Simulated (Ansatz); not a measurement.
## Effect of pressure 0.3 GPa on FeNi3

The reference is FeNi3 in the Cu3Au type structure (space group Pm-3m, No. 221; a = 3.544 Å; ferromagnetic).

Modification: cell and atoms relaxed at a pressure of 0.3 GPa.

Method: PBE (Ansatz, a program for electronic structure), scalar-relativistic without spin-orbit coupling. Γ-centred 13×13×13 mesh, Fermi–Dirac width 0.05 eV.

- Volume per atom = 11.11 Å³ (base 11.13 Å³)
- Density = 8.66 g/cm³ (base 8.65 g/cm³)
- Shortest interatomic distance = 4.734 bohr (base 4.736 bohr)
- Enthalpy H = E + PV relative to the base's energy = +0.02 eV/atom
- Band gap = zero (base zero)
- Magnetic state = ferromagnetic (base ferromagnetic)

The magnetic state is the one reached from the starting moments; the real material's order can differ, and small cells can't hold many antiferromagnetic ones. Load acts through the strain it causes; cell and atoms are relaxed under it. Whether these cells are dynamically stable was not tested.
